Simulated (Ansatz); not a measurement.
Consider BN in the h-BN type structure (space group P6_3/mmc, No. 194; a = 2.500 Å, c = 6.525 Å; layered, stacked along the Cartesian z axis). Axes: x lies along a and z along c of the hexagonal cell.

Computed with r2SCAN+rVV10 (Ansatz, a quantum-chemistry and plane-wave program; PAW; 500 eV plane waves; no spin-orbit coupling), earlier PAW set.

Before the change:

The band gap comes out as 4.74 eV.

One thing is altered: uniaxial stress, 8 GPa compression along x; all other stress components relax to zero.

Task: How does this affect the band gap and mean lateral Poisson ratio?

Result: The band gap shrinks by 0.03 eV (4.74 eV → 4.71 eV); the mean lateral Poisson ratio amounts to 0.12.

Load acts through the strain it causes; cell and atoms are relaxed under it. Stability under load was not tested beyond the relaxation.
